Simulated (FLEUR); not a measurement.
Equation of state of CuAu-type CuAu (space group 123): energy against volume (FLEUR, PBE)

```yaml
crystal:
  lattice:
    - [2.75021, 0.00000, 0.00000]
    - [0.00000, 2.75021, 0.00000]
    - [0.00000, 0.00000, 3.60474]
  atoms:
    - { symbol: Cu, position: [0.00000, 0.00000, 0.00000] }
    - { symbol: Au, position: [0.50000, 0.50000, 0.50000] }
```

Method of the run: PBE, all-electron FLAPW (FLEUR), scalar-relativistic valence in FLEUR. Settings: Kmax = 5.13 1/bohr; GmaxXC = 25.6 1/bohr; xcFunctional = pbe; jspins = 1; l_soc = F; mode = hist; fermiSmearingEnergy = 0.00183747 Htr; mesh (inpgen div1-3) = 15 15 12; inpgen gamma flag = true; Gmax = 25.6 1/bohr; numbands = 0; maxIterBroyd = 15; imix = Anderson; alpha = 0.05; precondParam = 0; minDistance = 1e-05 me/bohr^3. The cell above is the first row's. The rows scale it uniformly. In all rows fractional positions and the k mesh are held. E is the free energy at the stated smearing, counted from the lowest row.

```csv
V (Å^3/atom),E (meV/atom)
13.633,?
13.929,39.93
14.225,19.94
14.522,7.19
14.818,0.80
15.114,0.00
15.411,4.10
15.707,12.48
16.003,24.63
```

### Question
Using the third-order Birch-Murnaghan form, a cubic in V^(-2/3), estimate the missing E at V = 13.633 from the other rows, showing the fit.

### Answer
With u = V^(-2/3) - 0.165, the rows have u = 0.007738, 0.005333, 0.003002, 0.000758, -0.001414, -0.003522, -0.005557, -0.007530. Least squares gives E = -0.068 + 729.71·u + 552762·u² + 2697192·u³. Residuals (row less fit): 0.004, -0.014, 0.013, -0.004, 0.002, -0.001, -0.004, 0.002; standard error 0.010 (degrees of freedom: 4). Its minimum lies at u = -0.000663, so V0 = (0.164337)^(-3/2) = 15.01. There d²E/du² = 1095000 and d³E/du³ = 1.618e7, so B0 = (4/9) × 15.01^(-7/3) × 1095000 × 0.160218 = 140 GPa (the last factor turns the table's units into GPa), and B0' = 4 + (2/3) × 0.164337 × (1.618e7)/1095000 = 5.6. At the withheld row, u = 0.010229, so E = -0.068 + 729.71 × 0.010229 + 552762 × 0.010229² + 2697192 × 0.010229³ = 68.120 meV/atom. The calculation gives 68.16 meV/atom, 0.040 meV/atom above the prediction (0.1 % of the range of E in the table). The row lies outside the fitted rows, so this is an extrapolation. From the scatter of the fitted rows alone, a prediction at this place has a standard error of 0.030 meV/atom, so the miss is 1.3 times that.

Carrying the step between the two nearest rows on in a straight line would have given 59.92, off by 8.24; series whose last step already gives the withheld value aren't shown. The scan was laid around a cell of about the measured size, scaled by a guess for this functional; axis ratios and inner coordinates come from that cell. The runs keep the symmetry of the cell, so they don't test it for distortions. Spin polarisation is off. Values depend on the basis (sphere radii, cutoffs, local orbitals), which need not be converged. Spin-orbit coupling is off. The shape of the cell and the inner coordinates aren't relaxed, so V0 and B0 belong to this uniform scaling; a relaxed crystal lies no higher in energy and is usually softer. Cutoffs and mesh are single choices, not tested for convergence of this quantity. Series with a scatter that would blur these digits, or in which a gap closes, are not shown. Nor are scans whose minimum lies at an end fitted in this form.
